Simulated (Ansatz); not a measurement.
Take BP in the zinc blende structure (space group F-43m, No. 216; a = 4.491 Å) as the base. Axes: x, y, z lie along the cube axes.

Calculations: Kohn–Sham DFT with the LDA functional, run in Ansatz (a quantum-chemistry and plane-wave program) with PAW and 420 eV plane waves, spin-orbit coupling left out.

Strains are applied to the cell and any free atomic positions relax; under biaxial strain the out-of-plane vector relaxes too.

One change was made to it. Results:

```csv
quantity,base,after
"pressure (mean of the normal stresses, compression positive)",-0.01 GPa,1.36 GPa
band gap,1.14 eV,1.08 eV
energy relative to the base (free energy F),0 meV/atom,+0.7 meV/atom
```

Q: Name the change that was made.
A. biaxial strain −0.50 %, plane normal [001], relaxed out of plane
B. biaxial strain −2.00 %, plane normal [001], relaxed out of plane
C. biaxial strain +3.00 %, plane normal [001], relaxed out of plane
D. biaxial strain +2.50 %, plane normal [001], relaxed out of plane

A: A, biaxial strain −0.50 %, plane normal [001], relaxed out of plane. For comparison, the band gap in the other runs: biaxial strain +2.50 %, plane normal [001], relaxed out of plane gives 0.66 eV; biaxial strain −2.00 %, plane normal [001], relaxed out of plane gives 0.88 eV; biaxial strain +3.00 %, plane normal [001], relaxed out of plane gives 0.56 eV.

No phonon test of stability was made.
